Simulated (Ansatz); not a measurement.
We consider PtPb (P6₃/mmc, No. 194; start mp-1066274; cell taken from a computed entry), described by r²SCAN (Ansatz, a program for electronic structure, PAW).

Numerical settings: plane-wave cutoff 560 eV, 18×18×10 k mesh (along the axes of the cell as run), Fermi–Dirac smearing 0.05 eV, scalar-relativistic PAW data made under PBE.

Cell (relaxed at this level):

```xyz
4
Lattice="4.3229 0.0000 0.0000 -2.1614 3.7437 0.0000 0.0000 0.0000 5.5202" Properties=species:S:1:pos:R:3 pbc="T T T"
Pt     0.0000     0.0000     2.7601
Pt     0.0000     0.0000     0.0000
Pb     0.0000     2.4958     1.3801
Pb     2.1614     1.2479     4.1402
```

Q: Give the computed bulk modulus B0.

A: 
- bulk modulus B0 = 105 GPa

The run finds no gap.

Note: the bulk modulus is −V dP/dV from two relaxed cells at ±2 % in volume; the relaxation could not lower the start's symmetry, so the cell can be a saddle point above a distorted one.

Spin–orbit coupling is not included; it can shift volumes and moduli of such heavy elements.

Computed values are for the static lattice.

It cost around 10 core-minutes (rough) of CPU time.

A start named mp-… is a Materials Project structure, which need not be a measured phase.
